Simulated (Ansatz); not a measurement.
Start from CuI in the zinc blende structure (space group F-43m, No. 216; a = 5.939 Å). Axes: x, y, z lie along the cube axes.

Method: plane-wave PAW DFT at the PBEsol level (Ansatz, a first-principles code, 420 eV), no spin-orbit coupling, earlier PAW set.

Base values:

The pressure is -0.01 GPa and the band gap is 1.17 eV. The shortest interatomic distance is 4.860 bohr.

It is then changed as follows: a pure shear with ε_xz = ε_zx = 0.0333, atoms relaxed at fixed cell.

Question: Estimate the effect on the energy relative to the base, pressure, band gap and shortest interatomic distance.

Answer: The energy grows by 8.8 meV/atom; the pressure (mean of the normal stresses, compression positive) remains -0.01 GPa; the band gap drops by 0.09 eV, from 1.17 eV to 1.08 eV; the shortest interatomic distance falls by 0.004 bohr, from 4.860 bohr to 4.856 bohr.

With I present, leaving out spin-orbit coupling can change the band edges. The cells carry an imposed strain or load. Stability against distortions was not tested. All final runs are without spin polarisation.
